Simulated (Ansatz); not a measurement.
The parent structure is SnO in the litharge type structure (space group P4/nmm, No. 129; a = 3.7927 Å, c = 4.7644 Å; layered, stacked along the Cartesian z axis).

Calculations: r2SCAN+rVV10, PAW, 500 eV (Ansatz, a first-principles code; no SOC), earlier PAW set.

Base values:

- Band gap: zero
- Pressure: 0.0 GPa
- Gap character: absent

The change: an isotropic linear strain of +5.69 %, atoms relaxed at fixed cell.

Q: What does the calculation give for the band gap after the change?

A: The band gap becomes 1.31 eV (base: zero).

Q: How does this affect the largest internal atomic displacement?

A: The largest internal atomic displacement amounts to 0.126 Å.

Q: Predict the new pressure.

A: The pressure (mean of the normal stresses, compression positive) goes from zero to -6.6 GPa.

Q: Predict the new gap character.

A: The gap character becomes indirect, k = (0.111, 0.111, 0) in the run's primitive reciprocal basis → M (base: absent).

Whether these cells are dynamically stable was not tested. The final runs are not spin-polarised. A zero or small gap of SnO can be the functional's error rather than a property of the material.
